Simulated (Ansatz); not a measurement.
The reference is HfO2 (space group P4_2/nmc, No. 137; a = 3.577 Å, c = 5.203 Å). Axes: x, y, z lie along a, b, c of the conventional cell.

Method: r2SCAN (Ansatz, an electronic-structure program; PAW; 500 eV plane waves; no spin-orbit coupling).

For the base:

```
Quantity                       Value
-------------------  ---------------
Smallest direct gap          5.34 eV
Pressure                    0.00 GPa
Band gap                     5.27 eV
Gap character        indirect, Z → Γ
```

Now apply this change: compressive biaxial strain of 4.44 % in the plane normal to [001], as in epitaxy on a mismatched substrate; the out-of-plane cell vector and the atoms relax.

**Question.** What does the calculation give for the smallest direct gap, pressure, out-of-plane strain, band gap and gap character after the change?

**Answer.** The smallest direct gap falls by 0.013 eV (5.34 eV → 5.32 eV); the pressure (mean of the normal stresses, compression positive) goes from zero to 20.31 GPa; the out-of-plane strain comes out as +2.72 %; the band gap drops by 0.06 eV, from 5.27 eV to 5.21 eV; the gap character goes from indirect, Z → Γ to indirect, A → Γ.

Spin-orbit coupling, missing from the scalar runs, can matter with Hf. Stability against distortions was not tested. This is not the structure that HfO2 has at room temperature and ambient pressure.
